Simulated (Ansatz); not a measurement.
Amorphous silicon oxide (Si24O47), 71 atoms at 2.20 g/cm³, one PBE-relaxed geometry, zone centre. Methods: PBE, scalar-relativistic without spin-orbit coupling (Ansatz, an electronic-structure program); r2SCAN, scalar-relativistic without spin-orbit coupling (Ansatz); HSE06, scalar-relativistic without spin-orbit coupling (Ansatz); PBE0, scalar-relativistic without spin-orbit coupling (Ansatz). Plane waves to 420 eV (r2SCAN 500 eV); exact exchange is cut at the cell's faces. The usual formal charges leave 2 electrons over, so the level spacing at the Fermi energy parts defect or band states and needn't be the band gap. At PBE the levels at the filled edge of the gap are localised (band-tail or defect states), and the nearest spread-out levels lie 5.3 eV apart at the zone centre. The higher rungs were started with moments on some atoms, which died out.

Preparation: random packing, a CHGNet melt and quench, and a DFT relaxation. O atoms were pushed apart under 1.9 Å during the dynamics, to hinder bonds among them. The hot cell started wider than the set density and was brought back towards it in steps. It is the lowest in DFT energy of 2 quenches. It is a model cell: composition and starting density were chosen by hand, and all elements were melted together. No dispersion term was used. Its density started from a set value of 2.19 and ended at 2.20 g/cm³. The simulated quench (nominally 88 K/ps over its main leg) is rapid and tends to freeze in more defects than a deposited or slowly cooled glass has. One small periodic cell is one sample of the glass; other quenches scatter about these values. The volume was free in the relaxation, at fixed shape. Stress components on the final sampling reach 3.2 GPa.

The relaxation ran on the zone centre alone. At PBE the level spacing at the Fermi energy is 3.69 eV on a 2×2×2 Γ-centred mesh, and the spacing at the zone centre alone 3.73 eV.

What zone-centre spacing does r2SCAN give, roughly?

4.07 eV (+0.34 eV against PBE).

What zone-centre spacing does HSE06 give, roughly?

4.96 eV (+1.24 eV against PBE).

What zone-centre spacing does PBE0 give, roughly?

5.73 eV (+2.01 eV against PBE).

The highest filled and the lowest empty state spread over these numbers of atoms (participation numbers): PBE: 2.4 and 16.1; r2SCAN: 2.3 and 2.6; HSE06: 2.2 and 6.3; PBE0: 2.2 and 8.8.
